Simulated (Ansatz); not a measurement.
Zinc-blende KF (model structure) was calculated with LDA (plane waves, PAW; Ansatz, a quantum-chemistry and plane-wave program).

Numerical settings: plane-wave cutoff 500 eV, 10×10×10 k mesh, gaussian smearing 0.02 eV, scalar-relativistic PAW data made under PBE.

Cell (relaxed at this level):

```yaml
crystal:
  lattice:
    - [0.00000, 2.84874, 2.84874]
    - [2.84874, 0.00000, 2.84874]
    - [2.84874, 2.84874, 0.00000]
  atoms:
    - { symbol: K, position: [0.00000, 0.00000, 0.00000] }
    - { symbol: F, position: [0.25000, 0.25000, 0.25000] }
```

Q: What does this level give for the band gap?

A: 
- band gap = 5.14 eV (on the SCF k mesh)

Note: the relaxation could raise the start's symmetry but not lower it, so the cell can be a saddle point.

Computed values are for the static lattice.

The result took roughly 18 core-seconds.

A model structure was made by putting elements into a prototype or built by hand; it is no filed structure, need not be a known phase, and can be a saddle point held by its symmetry.
